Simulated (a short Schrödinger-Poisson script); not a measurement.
Stack: MOS inversion layer, SiO2 on p-type Si(100), at 300 K.

From the gate side: 3.1 nm SiO2; 940 nm Si, acceptors 2.1e17 cm⁻³.

The device is made up for the run: typed textbook-type constants, with dimensions and the other settings drawn at random. SiO2: permittivity 3.9, conduction-band edge (eV) 3.15, gap (eV) 9, electron mass (mₑ) 0.5. Si: permittivity 11.7, conduction-band edge (eV) 0, gap (eV) 1.124, Nv at 300 K (cm⁻³) 3.1e19.

Channel valleys (confinement mass, in-plane density-of-states mass, number): Δ2 0.916, 0.19, 2; Δ4 0.19, 0.417, 4. At the gate the conduction-band edge of layer 1 lies 3.6 eV − eVg above the Fermi level of the channel; the field vanishes at the back. Gaps are held at their typed values at every temperature. Mesh 0.03 nm at interfaces.

Solved with a short Schrödinger-Poisson script written for these runs: 1D Poisson equation in equilibrium, electrons quantum, Hartree (BenDaniel-Duke, 12 states a valley, the channel's in-plane mass for all, wave functions free to enter the dielectric), parabolic valleys, classical holes, full ionisation, no traps, pinning or gate leakage.

```csv
Vg (V),electrons (cm⁻²),C (μF/cm²),Δ2 E0 (meV from the Fermi level),Δ4 E0 (meV from the Fermi level)
0.5,1.54e9,0.137,225.7,262.5
0.6,3.49e10,0.259,144.1,182.2
0.7,2.67e11,0.618,90.1,130.2
0.8,6.95e11,0.786,63.6,106.1
0.9,1.20e12,0.856,47.6,92.6
1,1.74e12,0.893,36.1,83.5
1.1,2.31e12,0.916,27.1,76.8
1.2,2.88e12,0.933,19.5,71.4
1.3,3.47e12,0.945,13.0,67.0
1.4,4.06e12,0.955,7.2,63.2
1.5,4.66e12,0.963,2.0,59.9
1.6,5.26e12,0.970,-2.9,57.0
1.7,5.87e12,0.975,-7.3,54.3
1.8,6.47e12,0.980,-11.6,51.8
1.9,7.09e12,0.984,-15.6,49.5
2,7.70e12,0.988,-19.3,47.4
2.1,8.32e12,0.991,-23.0,45.3
```

Gate voltages with under 1e9 electrons/cm² are left out.

Task: At Vg = 2.1 V the lowest Δ2 subband lies at -23.0 meV from the Fermi level. How many electrons does it hold, and what share of all?

Result: The two-dimensional density of states is g m/(πħ²) = 1.59e11 cm⁻² meV⁻¹ (both spins), kT = 25.9 meV, so n = D kT ln(1 + exp(−E/kT)) = 5.06e12 cm⁻², 0.61 of the 8.32e12 cm⁻² in all.

Task: Compare the slope of the sheet density between 1.9 and 2.1 V with the geometric capacitance of the layers between gate and channel.

Result: q Δn/ΔV = 0.985 μF/cm²; ε0/Σ(t/ε) = 1.11 μF/cm². The ratio is 0.88: the channel acts as a further capacitance in series.
